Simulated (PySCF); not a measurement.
PySCF 2.14.0, CAM-B3LYP/def2-svp: all-trans C9H20 (CCCCCCCCC), 29 atoms. The geometry is a generated start, not checked to be a minimum at this level.

| Quantity | Value |
|---|---|
| task | energy |
| method | cam-b3lyp |
| basis | def2-svp |
| two-electron scheme | exact four-centre integrals |
| mf.init_guess | minao (default) |
| mf.DIIS | CDIIS (default) |
| mf.diis_space | 8 (default) |
| mf.conv_tol | 1e-09 (default) |
| mf.grids.level | 3 (default) |
| basis functions | 226 |
| grid points | 323224 |

Hardware: Arm Neoverse V2, 96 cores on 1 socket, no SMT, 1 L3 cache group.

Times are wall-clock medians of two to five runs, from launch to exit, with nothing else on the machine. Unless noted, each process is bound to its own block of adjacent cores. Build: PyPI wheel: OpenMP (GNU), a bundled serial OpenBLAS 0.3.3 under its C layer, NumPy's threaded OpenBLAS held to generic ARMv8 kernels, libcint, Libxc. Other compilers and libraries give other times. Scratch files lie in a memory file system.

All on 32 threads, 1 BLAS thread. The candidates, on 32 cores each, agree within 1.0 meV/atom in energy:
A. mol.max_memory = 500 MB, mf.direct_scf_tol = 1e-11
B. mol.max_memory = 500 MB, mf.direct_scf_tol = 1e-13 (default)
C. mol.max_memory = 4000 MB, mf.direct_scf_tol = 1e-13 (default)
D. mol.max_memory = 200000 MB, mf.direct_scf_tol = 1e-13 (default)

Which would you take for the shortest time to solution?

D and C, at 13 s, level within 8 % or the scatter of repeats. At the other end B takes 1.3× as long.

```
candidate  wall time            repeats  Fock builds (products with the orbital Hessian counted alike)
---------  ---------  -----------------  -------------------------------------------------------------
D               13 s  3 runs within 1 %                                                             10
C               13 s  3 runs within 1 %                                                             10
A               15 s  2 runs within 1 %                                                             10
B               17 s  2 runs within 1 %                                                             10
```

From the slowest to the fastest: The largest move is in J and K builds (net of one-off fitting integrals): 13 s to 7.8 s. Without room for the integrals they are computed anew in 20 passes, 13 s in all.
